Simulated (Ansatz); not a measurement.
# What pressure 0.7 GPa does to TaP

The parent structure is TaP (space group I4_1md, No. 109; a = 3.310 Å, c = 11.272 Å; a cell from a computed database, its experimental status unchecked).

Now apply this change: a hydrostatic pressure of 0.7 GPa.

Computed with PBEsol in Ansatz (plane waves to 420 eV, PAW, spin-orbit coupling left out). Γ-centred 20×20×20 mesh, Fermi–Dirac width 0.05 eV.

```yaml
volume_per_atom: 15.39 Å³ (base 15.44 Å³)
density: 11.43 g/cm³ (base 11.40 g/cm³)
lattice_parameter_a: 3.307 Å (base 3.310 Å)
band_gap: zero (base zero)
```

Spin-orbit coupling, missing from the scalar runs, can matter with Ta. Load acts through the strain it causes; cell and atoms are relaxed under it. Whether these cells are dynamically stable was not tested. The final runs are not spin-polarised. The zero or small gap of TaP can change with the level of theory.

Ansatz is an electronic-structure program.
